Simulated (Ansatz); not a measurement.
The starting structures come from a database of crystals and need not be the phases stable at ambient conditions.

 Where the default PAW files enter, the runs use the earlier of Ansatz's two default sets.

**Evanescent states of BaO (P6_3/mmc, NiAs type, not sure to be the ambient phase, 4 atoms a cell, 21.0 Å³ an atom, -4 GPa at this level) along the normal of (111)**

These are PBEsol (plane waves, PAW; Ansatz, a first-principles code) values and carry that method's errors.

The gap is the functional's own, uncorrected, and κ follows it; spin-orbit coupling is left out. Mid-gap values are interpolated between the computed energies.

Energies count from the valence-band top; κ is the least over a 6×6 mesh across the current.

```csv
E (eV),κ (1/Å),where
0.07,0.143,Γ
0.20,0.214,off Γ
0.33,0.255,off Γ
0.46,0.278,Γ
0.58,0.289,Γ
0.71,0.296,Γ
0.84,0.299,Γ
0.97,0.299,Γ
1.10,0.298,Γ
1.24,0.295,Γ
1.36,0.291,Γ
1.50,0.286,Γ
1.62,0.279,Γ
1.75,0.266,off Γ
1.89,0.242,off Γ
2.02,0.214,off Γ
2.15,0.179,off Γ
2.27,0.134,off Γ
2.40,0.057,off Γ
```

Question: How thick must the barrier be to attenuate the transmission by 10^8 when the electrodes' Fermi level lies at 2.27 eV, and what attenuation does that film give at 0.20 eV?

Answer: d = 8 ln 10 / (2 × 0.134) = 68.7 Å. At 0.20 eV it gives 8 × 0.214/0.134 = 12.8 decades.
